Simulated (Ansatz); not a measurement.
Take PtGe (space group Pnma, No. 62; a = 5.7718 Å, b = 3.7130 Å, c = 6.1288 Å) as the base.

Calculations: r2SCAN (Ansatz, an electronic-structure program), no SOC.

Base values:

The shortest interatomic distance comes out as 2.480 Å. The density is 13.54 g/cm³ and the band gap is zero.

Now apply this change: Ni takes the place of Pt on all its sites; the structure is relaxed again.

Tabulated Pauling electronegativity and covalent radius: Pt 2.28, 1.36 Å; Ni 1.91, 1.24 Å.

Estimate the effect on the shortest interatomic distance.

The shortest interatomic distance decreases by 0.156 Å to 2.324 Å.

Predict the new density.

The density shrinks by 5.33 g/cm³, from 13.54 g/cm³ to 8.21 g/cm³.

Estimate the effect on the band gap.

The band gap stays zero.

No phonon test of stability was made. Seeded moments were not kept for Pt → Ni. The final runs are not spin-polarised.
